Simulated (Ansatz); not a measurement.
Ta2O5 (Pbam, No. 55, 14 atoms in the cell; start mp-1104837) was calculated with r²SCAN (Ansatz, a program for electronic structure, PAW).

Input:

Ansatz 0.2 input:
```yaml
crystal:
  lattice:
    - [6.2108708797, 0.0, -0.0000069899]
    - [0.0, 3.7877125036, 0.0]
    - [-0.0001379898, 0.0, 7.3274493267]
  atoms:
    - { symbol: Ta, position: [-0.0201722669, 0.0, -0.0113041471] }
    - { symbol: Ta, position: [0.0308859965, 0.0, 0.4887081755] }
    - { symbol: Ta, position: [0.5308800279, 0.0, 0.2267361787] }
    - { symbol: Ta, position: [0.4798307047, 0.0, 0.7267355061] }
    - { symbol: O, position: [-0.046259898, 0.5, -0.0490030139] }
    - { symbol: O, position: [0.0569608034, 0.5, 0.4510166467] }
    - { symbol: O, position: [0.5569681738, 0.5, 0.264421139] }
    - { symbol: O, position: [0.4537414438, 0.5, 0.7644316457] }
    - { symbol: O, position: [0.255361889, 0.0, 0.1077016573] }
    - { symbol: O, position: [0.8658161056, 0.0, 0.2478199629] }
    - { symbol: O, position: [0.7553577933, 0.0, 0.6077144451] }
    - { symbol: O, position: [0.3658180044, 0.0, 0.4676043362] }
    - { symbol: O, position: [0.1449009399, 0.0, 0.7478225736] }
    - { symbol: O, position: [0.6448902825, 0.0, 0.9676048941] }
basis:
  ecutwfc: 560
  ecutrho_ratio: 4
  xc_grid: 3
kpoints:
  mp_grid: { grid: [6, 10, 6] }
  band_path:
    path:
      - [0.0, 0.0, 0.0]
      - [-0.125, 0.0, 0.000003]
      - [-0.25, 0.0, 0.000006]
      - [-0.375, 0.0, 0.000009]
      - [-0.5, 0.0, 0.000012]
      - [-0.5, 0.0, -0.166655]
      - [-0.5, 0.0, -0.333322]
      - [-0.5, 0.0, -0.499988]
      - [-0.375, 0.0, -0.499991]
      - [-0.25, 0.0, -0.499994]
      - [-0.125, 0.0, -0.499997]
      - [0.0, 0.0, -0.5]
      - [0.0, 0.0, -0.333333]
      - [0.0, 0.0, -0.166667]
      - [0.0, -0.0625, 0.0]
      - [0.0, -0.125, 0.0]
      - [0.0, -0.1875, 0.0]
      - [0.0, -0.25, 0.0]
      - [0.0, -0.3125, 0.0]
      - [0.0, -0.375, 0.0]
      - [0.0, -0.4375, 0.0]
      - [0.0, -0.5, 0.0]
      - [-0.125, -0.5, 0.000003]
      - [-0.25, -0.5, 0.000006]
      - [-0.375, -0.5, 0.000009]
      - [-0.5, -0.5, 0.000012]
      - [-0.5, -0.5, -0.166655]
      - [-0.5, -0.5, -0.333322]
      - [-0.5, -0.5, -0.499988]
      - [-0.375, -0.5, -0.499991]
      - [-0.25, -0.5, -0.499994]
      - [-0.125, -0.5, -0.499997]
      - [0.0, -0.5, -0.5]
      - [0.0, -0.5, -0.333333]
      - [0.0, -0.5, -0.166667]
      - [-0.5, -0.0625, 0.000012]
      - [-0.5, -0.125, 0.000012]
      - [-0.5, -0.1875, 0.000012]
      - [-0.5, -0.25, 0.000012]
      - [-0.5, -0.3125, 0.000012]
      - [-0.5, -0.375, 0.000012]
      - [-0.5, -0.4375, 0.000012]
      - [0.0, -0.0625, -0.5]
      - [0.0, -0.125, -0.5]
      - [0.0, -0.1875, -0.5]
      - [0.0, -0.25, -0.5]
      - [0.0, -0.3125, -0.5]
      - [0.0, -0.375, -0.5]
      - [0.0, -0.4375, -0.5]
      - [-0.5, -0.0625, -0.499988]
      - [-0.5, -0.125, -0.499988]
      - [-0.5, -0.1875, -0.499988]
      - [-0.5, -0.25, -0.499988]
      - [-0.5, -0.3125, -0.499988]
      - [-0.5, -0.375, -0.499988]
      - [-0.5, -0.4375, -0.499988]
    npoints: 1
hamiltonian:
  xc: r2scan
  dispersion: none
  pseudopotentials: { kind: paw }
scf:
  occupations: { method: fermi_dirac, width: 0.01 }
  convergence: { dr2_threshold: 0.0000000014 }
output:
  forces: true
  stress: true
  eigenvalues: true
  write_bands: true
```

The run printed, among other lines:

```
WARN 2 symmetry operations that the atoms keep within the bar at which the run's group was sought (crystal.symmetry.tolerance 1.0e-5, or twice it) were not …
Crystal: 14 atoms, lattice volume = 172.378 Å³
Basis set: ecut = 560 eV, 5169 PW (Γ), exchange–correlation on 144×90×180 points (27 copies of the dense FFT grid, shifted against one another)
Bands: 70, of which v1, the nominal top of the filled ones, is band 56 counted from 1 (55 counted from 0)
Symmetry: 2 space group operations
Space group: Pm (ITA 6), of the structure as read, at distance tolerance 5.6e-5 Å
k-points: 120 of 360 (time reversal used)
Functional: x = r2scan, c = r2scan; τ floored in thin density (d = 2e-4 eV/Å³)
SCF iter   1: F=—  HF=-45479.942104 eV  |F-HF|=—  |Δ(HF+E_count)|=         —  Δρ=1.28e-2  dr2=3.13e-1  dr2_τ=9.51e-1
SCF iter   2: F=—  HF=-45480.087552 eV  |F-HF|=—  |Δ(HF+E_count)|=   1.45e-1  Δρ=6.36e-3  dr2=3.15e-2  dr2_τ=1.50e-2
  ...
SCF iter   9: F=—  HF=-45480.089060 eV  |F-HF|=—  |Δ(HF+E_count)|=   3.45e-8  Δρ=1.70e-6  dr2=3.61e-9  dr2_τ=4.37e-10
SCF iter  10: F=-45480.089060 eV  HF=-45480.089060 eV  |F-HF|=1.82e-10  |Δ(HF+E_count)|=   1.90e-9  Δρ=3.89e-7  dr2=2.96e-10  dr2_τ=1.47e-11
SCF 1 converged in 10 iterations: F = -45480.089060 eV  dr2 = 2.96e-10
SCF converged after 10 iterations
Free energy (F): -45480.089060 eV
Internal energy: -45480.089060 eV  (E = F + TS)
E sigma→0 (E₀):  -45480.089060 eV
Fermi energy:    9.878028 eV
--- Forces (eV/Å), atoms counted from 1 ---
  atom   1  Ta    -0.00002986    -0.00000000     0.00025651
  atom   2  Ta    -0.00142357    -0.00000000    -0.00130069
  atom   3  Ta     0.00017936     0.00000000    -0.00025534
  atom   4  Ta     0.00104992     0.00000000     0.00064481
  atom   5  O      0.00069983     0.00000000     0.00015251
  atom   6  O     -0.00034003     0.00000000    -0.00007553
  atom   7  O     -0.00063201    -0.00000000     0.00007735
  atom   8  O      0.00061699    -0.00000000    -0.00062045
  atom   9  O     -0.00038780     0.00000000     0.00046722
  atom  10  O      0.00072387     0.00000000     0.00030459
  atom  11  O     -0.00057180     0.00000000     0.00039324
  atom  12  O     -0.00004209     0.00000000    -0.00035545
  atom  13  O     -0.00028516    -0.00000000     0.00044259
  atom  14  O      0.00027393    -0.00000000    -0.00000174
--- Stress (GPa, compression-positive) ---
        0.000426      -0.000000       0.001681
       -0.000000      -0.010765       0.000000
        0.001681       0.000000       0.004180
  P = ⅓ Tr σ = -0.0021 GPa (-0.021 kbar)
```

The PAW data were made under PBE.

Cost on a shared machine: around 7 core-minutes (rough).

A start named mp-… is a Materials Project structure, which need not be a measured phase.
